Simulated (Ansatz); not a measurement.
System: BaMgF4 (Cmc2₁, No. 36, 12 atoms in the cell; start COD 2104453). Method: LDA (Ansatz, an electronic-structure program, PAW).

Numerical settings: plane-wave cutoff 520 eV, 8×8×6 k mesh (along the axes of the cell as run), Fermi–Dirac smearing 0.01 eV, scalar-relativistic PAW data made under PBE.

Cell (measured lattice):

```
BaMgF4
1.0
    2.06050    -7.24400     0.00000
    2.06050     7.24400     0.00000
    0.00000     0.00000     5.81500
Ba Mg F
2 2 8
Cartesian
  2.06050  -5.09543   0.21690
  2.06050   5.09543   3.12440
  2.06050   1.24017   2.90750
  2.06050  -1.24017   0.00000
  2.06050  -6.10379   2.85924
  2.06050   6.10379   5.76674
  2.06050   0.36220   1.10485
  2.06050  -0.36220   4.01235
  2.06050   2.39632   4.45894
  2.06050  -2.39632   1.55144
  2.06050   2.83820   1.77358
  2.06050  -2.83820   4.68108
```

### Question
What does this level give for the band gap and smallest direct gap on the k points sampled?

### Answer

band gap: 6.84 eV
smallest direct gap on the k points sampled: 6.90 eV

Note: the file's cell can be that of a phase stable at another temperature; cell and atoms aren't relaxed at this level (largest force component 0.09 eV/Å, pressure -4.3 GPa).

Spin–orbit coupling is not included.

The computed numbers hold no vibrational or temperature effects.
